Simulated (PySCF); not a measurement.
PySCF 2.14.0, BP86/def2-svp, df: Ga(Cl)(OSiH3)2 ([SiH3][O][Ga]([Cl])[O][SiH3]), 12 atoms. The geometry is a generated start, not checked to be a minimum at this level.

```
Quantity                      Result
-------------------  ---------------
task                          energy
method                          bp86
basis                       def2-svp
two-electron scheme  density fitting
mol.max_memory               3000 MB
mf.max_cycle                     100
mf.init_guess        minao (default)
mf.DIIS              CDIIS (default)
mf.diis_space            8 (default)
mf.conv_tol          1e-09 (default)
mf.grids.level           3 (default)
basis functions                  144
grid points                   165160
```

```xyz
12

Ga    -0.4820     0.4077     1.1593
Cl    -0.8713     0.6736     3.1755
O      0.5208    -0.8847     0.5639
Si     1.5899    -2.1182     0.6924
H      2.9270    -1.5157     0.6969
H      1.3128    -2.9244    -0.4978
H      1.3361    -2.8492     1.9385
O     -1.1882     1.4484    -0.0401
Si    -1.2584     1.8484    -1.6313
H     -0.3077     2.9504    -1.8105
H     -2.6564     2.2670    -1.7725
H     -0.9226     0.6967    -2.4743
```

One run each on 2 threads, 1 BLAS thread. Values of level_shift (Hartree) tried: 0 (default), 0.1, 0.3, 1.

How does the count of Fock builds change with level_shift (Hartree), and where is it least?

Fewest Fock builds, within one of each other: 0 (default) with 14, 0.1 with 14. The count rises to 39 at 1. All converge to one solution.

| level_shift (Hartree) | Fock builds | end |
|---|---|---|
| 0 (default) | 14 | same solution |
| 0.1 | 14 | same solution |
| 0.3 | 16 | same solution |
| 1 | 39 | same solution |
